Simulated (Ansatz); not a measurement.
The reference is PbSe in the rock salt structure (space group Fm-3m, No. 225; a = 6.2177 Å).

Perturbation: a hydrostatic pressure of 4.2 GPa.

Method: PBE, PAW, 420 eV (Ansatz, a quantum-chemistry and plane-wave program; scalar-relativistic without spin-orbit coupling), earlier PAW set.

Base, band edges from the VBM (valence, conduction): X -2.91, 3.93; W -0.67, 1.96; L 0.00, 0.44; Γ -1.64, 4.64; K -2.17, 3.40; U -2.17, 3.40 eV.

Task: Give the band edges at the high-symmetry points of the new zone, measured from its valence-band maximum.

Result: 
```json
[
 {"point": "Γ", "valence edge (eV)": "-2.04", "conduction edge (eV)": "4.75"},
 {"point": "X", "valence edge (eV)": "-3.45", "conduction edge (eV)": "3.54"},
 {"point": "U", "valence edge (eV)": "-2.54", "conduction edge (eV)": "3.37"},
 {"point": "K", "valence edge (eV)": "-2.54", "conduction edge (eV)": "3.37"},
 {"point": "L", "valence edge (eV)": "0.00", "conduction edge (eV)": "0.19"},
 {"point": "W", "valence edge (eV)": "-0.88", "conduction edge (eV)": "1.84"}
]
```

The gap is 0.19 eV, direct at L.

With Pb present, leaving out spin-orbit coupling can change the band edges. Load acts through the strain it causes; cell and atoms are relaxed under it. No phonon test of stability was made. A zero or small gap of PbSe under pressure 4.2 GPa can be the functional's error rather than a property of the material.
